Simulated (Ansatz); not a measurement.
Ansatz (a program for electronic structure) run on Co (P6_3/mmc, 2 atoms in the cell): relaxation of cell and atoms.

Method: LDA (PW92), default PAW files made with PBE (plane waves; Ansatz).

The change in words: atoms on their sites; basis.ecutwfc: 420 eV → 355 eV; relax: default → cell and atoms. Reference geometry:
```
Co
1.0
    1.26127    -2.18459     0.00000
    1.26127     2.18459     0.00000
    0.00000     0.00000     4.09035
Co
2
Direct
  0.33333   0.66667   0.26222
  0.66667   0.33333   0.75000
```
Moments meant for the start (each program seeds them in its own way; μB, in the order of the atoms Co Co): 2.0 2.0.

Reference input (self-consistent single point, DFT, LDA (PW92), plane waves, default PAW files made with PBE): basis.ecutwfc = 420 eV; kpoints.mp_grid.grid = 13 13 7; hamiltonian.xc = lda; hamiltonian.pseudopotentials = {kind: paw} (the program's default PAW files); magnetization.spin_polarized = true; scf.occupations.method = fermi_dirac; scf.occupations.width = 0.1 eV. This run's input differs from it in these lines:

Ansatz 0.2 input:
```diff
@@ -7,6 +7,6 @@
   atoms:
-    - { symbol: Co, position_ang: [1.261275, 0.728199, 1.072588], spin: 2.0 }
-    - { symbol: Co, position_ang: [1.261275, -0.728199, 3.067762], spin: 2.0 }
+    - { symbol: Co, position_ang: [1.261275, 0.728197, 1.022587], spin: 2.0 }
+    - { symbol: Co, position_ang: [1.261275, -0.728197, 3.067762], spin: 2.0 }
 basis:
-  ecutwfc: 420.0
+  ecutwfc: 355.0
 kpoints:
@@ -20,2 +20,4 @@
   occupations: { method: fermi_dirac, width: 0.1 }
+relax:
+  cell: {}
 output:
```

Log, with long lists cut:

```
   [... SCF lines of the steps left out ...]
relax step   1: F+E_penalty+E_count = -10125.26192370 eV  Δ(F+E_penalty+E_count) = +0.000e0 eV  max|allowed force component| = 3.932e-17 eV/Å  Δτ_max = 0.0000 Å  P = -24.569 GPa  Ω = 22.541 Å³  (12 SCF iters, dr2 threshold 1.00e-7 eV, accepted)
relax step   2: F+E_penalty+E_count = -10125.49657550 eV  Δ(F+E_penalty+E_count) = -2.347e-1 eV  max|allowed force component| = 2.082e-17 eV/Å  Δτ_max = 0.0000 Å  P = -6.539 GPa  Ω = 20.982 Å³  energy of the carried Pulay correction = +8.057e-2 eV  [...]
   [... lines left out ...]
relax step  13: F+E_penalty+E_count = -10125.48006502 eV  Δ(F+E_penalty+E_count) = -3.495e-4 eV  max|allowed force component| = 9.252e-18 eV/Å  Δτ_max = 0.0000 Å  P = -0.005 GPa  Ω = 20.004 Å³  energy of the carried Pulay correction = +3.475e-4 eV  [...]
relax step  14: F+E_penalty+E_count = -10125.47952395 eV  Δ(F+E_penalty+E_count) = +5.411e-4 eV  max|allowed force component| = 9.252e-18 eV/Å  Δτ_max = 0.0000 Å  P = -0.008 GPa  Ω = 20.004 Å³  stress off target by 1.39e-2 GPa  SCF on the basis [...]
basis re-selected at this cell: Δ(F+E_penalty+E_count) = +5.411e-4 eV, ΔP = -0.002 GPa vs the last step
the relaxation is at rest under the 24 symmetry operations that the run kept from its start: a minimum is not shown …
the relaxation's final electronic state is not compared with the one that a single-point calculation of its input finds at the relaxed geometry …
Magnetization: 2.9669 μB (18.4835 up, 15.5165 down)
   [... lines left out ...]
Absolute magnetization: 3.1543 μB (∫|ρ↑−ρ↓|, with the PAW one-centre terms)
Free energy (F): -10125.479524 eV
Fermi energy:    20.070228 eV
   [... lines left out ...]
  cell:  # Å, volume = 20.0040 Å³
    - [1.2141088303904852, -2.1028981801543445, 3.219603277277211e-18]
    - [1.2141088303904852, 2.1028981801543445, -3.21960327727721e-18]
    - [1.1619823120751596e-33, -6.0282666570499565e-18, 3.917524065257237]
  atoms:
    - { symbol: Co, position: [0.33333333333333337, 0.6666666666666666, 0.24999999999999994] }
    - { symbol: Co, position: [0.6666666666666666, 0.33333333333333337, 0.7499999999999999] }
```

The run converged. 

Summary of the result:
| Quantity | Value |
|---|---|
| Free energy E − TS (on the zero of these files) | -10125.4795 eV |
| Fermi level (on the code's own zero) | 20.07 eV |
| Pressure | -0.01 GPa |
| Size of the cell's spin moment | 2.97 μB |
| Final cell | a = 2.4282 Å, b = 2.4282 Å, c = 3.9175 Å, α = 90.00°, β = 90.00°, γ = 120.00° |
| Final volume per atom | 10.00 Å³ |
| Relaxation steps | 14 |

The starting cell has typed, rounded lattice constants, without a prior relaxation at this level. Its lattice was rescaled by up to half a per cent. The magnetic order is the one reached from the typed start; others were not searched systematically. The relaxation keeps the symmetry of its start, so its end need not be a minimum. Ansatz's pressure includes its estimate of the finite-basis (Pulay) stress. Without the estimate this run gives -8.82 GPa. The cutoff lies below the one recommended for these files.

Cost on one core of a shared machine: roughly 2 min.
